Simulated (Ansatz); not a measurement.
GaSnSiN (model structure, started from the AlSiCN type, R3m, No. 160, 4 atoms in the cell) was calculated with r²SCAN (PAW; Ansatz, a program for electronic structure).

The run printed, among other lines:

```
Crystal: 4 atoms, lattice volume = 74.886 Å³
Basis set: ecut = 560 eV, 2273 PW (Γ), FFT grids on a1−a3, a2−a3, a3, exchange–correlation on 90×90×162 points (27 copies of the dense FFT grid, shifted against one another)
Bands: 22, of which v1, the nominal top of the filled ones, is band 18 counted from 1 (17 counted from 0)
Symmetry: 6 space group operations
Space group: R3m (ITA 160), of the structure as read, at distance tolerance 4.2e-5 Å
k-points: 580 of 5832 (time reversal used)
Functional: x = r2scan, c = r2scan; τ floored in thin density (d = 2e-4 eV/Å³)
SCF iter   1: F=—  HF=-10851.558734 eV  |F-HF|=—  |Δ(HF+E_count)|=         —  Δρ=7.86e-3  dr2=2.76e-2  dr2_τ=4.81e-2
SCF iter   2: F=—  HF=-10851.591308 eV  |F-HF|=—  |Δ(HF+E_count)|=   3.26e-2  Δρ=3.63e-3  dr2=1.15e-2  dr2_τ=1.62e-4
  ...
SCF iter  10: F=—  HF=-10851.590096 eV  |F-HF|=—  |Δ(HF+E_count)|=   6.11e-9  Δρ=1.40e-6  dr2=2.17e-9  dr2_τ=6.84e-11
SCF iter  11: F=-10851.590096 eV  HF=-10851.590096 eV  |F-HF|=1.35e-10  |Δ(HF+E_count)|=  7.49e-10  Δρ=4.79e-7  dr2=2.96e-10  dr2_τ=6.00e-12
SCF 1 converged in 11 iterations: F = -10851.590096 eV  dr2 = 2.96e-10
SCF converged after 11 iterations
Free energy (F): -10851.590096 eV
Internal energy: -10851.579648 eV  (E = F + TS)
E sigma→0 (E₀):  -10851.584872 eV
Fermi energy:    8.917398 eV
--- Forces (eV/Å), atoms counted from 1 ---
  atom   1  Ga     0.00000000     0.00000001    -0.20113369
  atom   2  N      0.00000000    -0.00000000     0.00627946
  atom   3  Sn     0.00000000    -0.00000000     0.07054409
  atom   4  Si     0.00000000    -0.00000000     0.12431260
--- Stress (GPa, compression-positive) ---
        0.747733       0.000000       0.000000
        0.000000       0.747733       0.000000
        0.000000       0.000000       0.357178
  P = ⅓ Tr σ = 0.6175 GPa (6.175 kbar)
```

Write an input file that could have produced this run (the log leaves some choices open).

One answer among several that fit: 
Ansatz 0.2 input:
```yaml
crystal:
  lattice:
    - [1.8713197164, 1.0804067714, 6.1732278997]
    - [-1.8713197164, 1.0804067714, 6.1732278997]
    - [0.0, -2.1608140547, 6.1732278101]
  atoms:
    - { symbol: Ga, position: [0.0121457763, 0.0121457763, 0.0121457763] }
    - { symbol: N, position: [0.1196535518, 0.1196535518, 0.1196535518] }
    - { symbol: Sn, position: [0.489302947, 0.489302947, 0.489302947] }
    - { symbol: Si, position: [0.6289307249, 0.6289307249, 0.6289307249] }
basis:
  ecutwfc: 560
  ecutrho_ratio: 4
  xc_grid: 3
kpoints:
  mp_grid: { grid: [18, 18, 18] }
hamiltonian:
  xc: r2scan
  dispersion: none
  pseudopotentials: { kind: paw }
scf:
  occupations: { method: fermi_dirac, width: 0.05 }
  convergence: { dr2_threshold: 0.0000000004 }
output:
  forces: true
  stress: true
  eigenvalues: true
```

The PAW data were made under PBE.

Note: the relaxation could raise the start's symmetry but not lower it, so the cell can be a saddle point. Note: cell and atoms aren't relaxed at this level (largest force component 0.20 eV/Å, pressure 0.6 GPa).

A model structure was made by putting elements into a prototype or built by hand; it is no filed structure, need not be a known phase, and can be a saddle point held by its symmetry.
